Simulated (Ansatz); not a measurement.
The reference is PbS in the rock salt structure (space group Fm-3m, No. 225; a = 5.974 Å).

Method: Kohn–Sham DFT with the r2SCAN functional, run in Ansatz (a quantum-chemistry and plane-wave program) with PAW and 500 eV plane waves, without spin-orbit coupling.

Strains are applied to the cell and any free atomic positions relax.

One change was made to it. Results:

```json
[
 {"quantity": "energy relative to the base (free energy F)", "base": "0 meV/atom", "after": "+2.4 meV/atom"},
 {"quantity": "valley order (the lowest conduction-band minima on the path, energy above the VBM, named in the base's zone)", "base": "L along ⟨111⟩ 0.69 eV; a point along ⟨110⟩, about 0.6 Å⁻¹ from Γ 1.58 eV", "after": "L along ⟨111⟩ 0.77 eV; a point along ⟨110⟩, about 0.6 Å⁻¹ from Γ 1.64 eV"}
]
```

Which change produced these results?
A. isotropic strain −3.44 %
B. isotropic strain +0.76 %
C. isotropic strain +1.77 %

B, isotropic strain +0.76 %. For comparison, the valley order in the other runs: isotropic strain −3.44 % gives L along ⟨111⟩ 0.24 eV; a point along ⟨110⟩, about 0.7 Å⁻¹ from Γ 1.26 eV; isotropic strain +1.77 % gives L along ⟨111⟩ 0.87 eV; a point along ⟨110⟩, about 0.6 Å⁻¹ from Γ 1.71 eV.

With Pb present, leaving out spin-orbit coupling can change the band edges. The levels and masses belong to the bands next to the band gap. No phonon test of stability was made.
